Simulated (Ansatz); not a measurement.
Consider TiSi₂ (space group Fddd, No. 70; a = 4.7602 Å, b = 8.1802 Å, c = 8.4999 Å). Axes: x, y, z lie along a, b, c of the conventional cell.

Modification: a pure shear with ε_xy = ε_yx = -0.0195, atoms relaxed at fixed cell.

Levels (all Ansatz, a quantum-chemistry and plane-wave program, PAW): PBEsol (420 eV, no spin-orbit coupling); r2SCAN (500 eV, no spin-orbit coupling).

The geometry is relaxed with PBEsol.

```
Quantity          Result
---------------  -------
PBEsol pressure  0.2 GPa
```

### Question
Predict the pressure from r2SCAN.

### Answer
The pressure grows by 1.8 GPa (0.2 GPa → 2.0 GPa).

Single points use the geometry relaxed with PBEsol. Their cutoffs differ, which shifts pressures a little. The cells carry an imposed strain or load. No phonon test of stability was made. All final runs are without spin polarisation.
